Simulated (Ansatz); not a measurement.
**Evanescent states of Te2Mo (P6_3/mmc, 6 atoms a cell, 24.2 Å³ an atom, 3 GPa at this level) along the normal of (001)**

All values below come from r2SCAN (plane waves, PAW; Ansatz, an electronic-structure program).

No gap correction and no spin-orbit coupling; mid-gap is the computed energy nearest the middle.

Energies count from the valence-band top; κ is the least over a 12×12 mesh across the current.

```tsv
E (eV)	κ (1/Å)	where
0.03	0.120	off Γ
0.09	0.139	off Γ
0.15	0.152	off Γ
0.21	0.160	off Γ
0.27	0.165	off Γ
0.33	0.168	off Γ
0.39	0.169	off Γ
0.45	0.168	off Γ
0.51	0.156	off Γ
0.57	0.139	off Γ
0.63	0.117	off Γ
0.69	0.088	off Γ
0.75	0.036	off Γ
```

### Question
How thick must the barrier be to attenuate the transmission by 10^4 when the electrodes' Fermi level lies at 0.03 eV, and what attenuation does that film give at 0.45 eV?

### Answer
d = 4 ln 10 / (2 × 0.120) = 38.4 Å. At 0.45 eV it gives 4 × 0.168/0.120 = 5.6 decades.
